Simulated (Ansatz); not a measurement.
Take BeTe in the zinc blende structure (space group F-43m, No. 216) as the base.

```xyz
2
Lattice="0.0000 2.8022 2.8022 2.8022 0.0000 2.8022 2.8022 2.8022 0.0000" Properties=species:S:1:pos:R:3 pbc="T T T"
Be     0.0000     0.0000     0.0000
Te     1.4011     1.4011     1.4011
```

Cartesian axes are those of the cell as printed.

Method: PBEsol (Ansatz, an electronic-structure program, PAW, scalar-relativistic without spin-orbit coupling).

Strains are applied to the cell and any free atomic positions relax; under biaxial strain the out-of-plane vector relaxes too.

One change was made to it. Results:

```json
[
 {"quantity": "smallest direct gap", "base": "3.61 eV", "after": "3.47 eV"},
 {"quantity": "pressure (mean of the normal stresses, compression positive)", "base": "0.01 GPa", "after": "-1.13 GPa"},
 {"quantity": "valence-band top at Γ (three highest levels, from the VBM)", "base": "0.00, 0.00, 0.00 eV", "after": "0.00, -0.13, -0.13 eV"}
]
```

Which of these changes matches the shifts?
A) biaxial strain −1.25 %, plane normal [111], relaxed out of plane
B) biaxial strain +1.25 %, plane normal [111], relaxed out of plane
C) biaxial strain −2.50 %, plane normal [111], relaxed out of plane
D) biaxial strain +1.67 %, plane normal [111], relaxed out of plane
E) biaxial strain +2.08 %, plane normal [111], relaxed out of plane

B, biaxial strain +1.25 %, plane normal [111], relaxed out of plane. For comparison, the valence-band top at Γ in the other runs: biaxial strain −1.25 %, plane normal [111], relaxed out of plane gives 0.00, 0.00, -0.16 eV; biaxial strain +2.08 %, plane normal [111], relaxed out of plane gives 0.00, -0.21, -0.21 eV; biaxial strain +1.67 %, plane normal [111], relaxed out of plane gives 0.00, -0.17, -0.17 eV; biaxial strain −2.50 %, plane normal [111], relaxed out of plane gives 0.00, 0.00, -0.35 eV.

With Te present, leaving out spin-orbit coupling can change the band edges. Stability against distortions was not tested.
